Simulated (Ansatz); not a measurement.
Ir under a change: Co on a Ir site, symmetric start

Take a 12-atom supercell of Ir in the fcc (Cu type) structure (space group Fm-3m, No. 225; a = 3.845 Å) at its relaxed geometry as the base.

One thing is altered: one Ir atom is replaced by Co, atoms relaxed at fixed cell.

Calculations: r2SCAN, PAW, 500 eV (Ansatz, a quantum-chemistry and plane-wave program; spin-orbit coupling left out), earlier PAW set. Γ-centred 7×5×7 mesh, Fermi–Dirac width 0.05 eV.

The pressure falls by 4.4 GPa to -4.3 GPa and the energy gained by relaxation is 0.03 eV. The largest displacement of a host atom from its site in the perfect cell amounts to 0.03 Å.

The magnetic state is the one reached from the starting moments; the real material's order can differ, and small cells can't hold many antiferromagnetic ones. In so small a cell the defect repeats every few ångströms: this is an ordered compound, not a dilute defect. The defect started on the symmetric site and kept its symmetry, so it may sit on a saddle. Spin-polarised in the final run: Co on a Ir site; the other runs are not. The defect cell is spin-polarised and ends with 3.2 μB, a fractional moment that hangs on the mesh and smearing.
